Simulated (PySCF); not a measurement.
PySCF 2.14.0, CCSD (frozen core)/cc-pvdz: N[Si@@H]1C[Si@H](N)N1, 15 atoms. The geometry is a generated start, not checked to be a minimum at this level.

- task: ccsd
- basis: cc-pvdz
- two-electron scheme: exact four-centre integrals
- frozen core: true
- mf.init_guess: minao (default)
- mf.DIIS: CDIIS (default)
- mf.diis_space: 8 (default)
- mf.conv_tol: 1e-09 (default)
- basis functions (reference run): 137

On 4 threads, 1 BLAS thread. Build: conda-forge: OpenMP (GNU), OpenBLAS with its own threads, libcint, Libxc. One run each, on a shared machine, so no times are given.

Values of mol.max_memory tried: 8000 MB, 4000 MB, 2000 MB, 1000 MB, 500 MB, 300 MB, 200 MB.

**Question.** Which of these memory settings still run, and by which path?

**Answer.** It runs down to 200 MB, the lowest tried, with the same result. At 8000 MB: SCF integrals in memory, transformation in memory. From 2000 MB down: SCF integrals in memory, transformation through a file. From 300 MB down: direct SCF, transformation through a file.

```tsv
mol.max_memory	path	peak memory
8000 MB	SCF integrals in memory, transformation in memory	1.8 GiB
4000 MB	SCF integrals in memory, transformation in memory	1.8 GiB
2000 MB	SCF integrals in memory, transformation through a file	1.9 GiB
1000 MB	SCF integrals in memory, transformation through a file	1.9 GiB
500 MB	SCF integrals in memory, transformation through a file	1.9 GiB
300 MB	direct SCF, transformation through a file	1.6 GiB
200 MB	direct SCF, transformation through a file	1.6 GiB
```

Peak memory is the kernel's count for the largest process, libraries included and scratch files not. The peak passes the setting at 2000 MB, 1000 MB, 500 MB, 300 MB, 200 MB: it is no hard cap.
